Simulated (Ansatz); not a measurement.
# Al: uniaxial strain ε_zz = −2.00 %

The reference is Al in the fcc (Cu type) structure (space group Fm-3m, No. 225; a = 3.994 Å; relaxed with 0.1 eV smearing). Axes: x, y, z lie along the cube axes.

Perturbation: uniaxial strain ε_zz = −2.00 %, all other strain components held at zero, atoms relaxed at fixed cell.

Level of theory: Ansatz (an electronic-structure program) r2SCAN, spin-orbit coupling left out. Γ-centred 28×28×28 mesh, Fermi–Dirac width 0.1 eV.

The volume per atom shrinks by 0.318 Å³ (15.92 Å³ → 15.61 Å³) and the space group becomes I4/mmm (No. 139) (base: Fm-3m (No. 225)). The energy increases by 2.8 meV/atom and the pressure (mean of the normal stresses, compression positive) goes from zero to 2.0 GPa. The band gap is still zero and the stress (xx, yy, zz, yz, xz, xy; compression positive) amounts to (1.5, 1.5, 3.0, 0.0, 0.0, 0.0) GPa.

Final structure:

```
Al
1.0
    0.00000     1.99683     1.95689
    1.99683     0.00000     1.95689
    1.99683     1.99683     0.00000
Al
1
Direct
  0.00000   0.00000   0.00000
```

Whether these cells are dynamically stable was not tested.
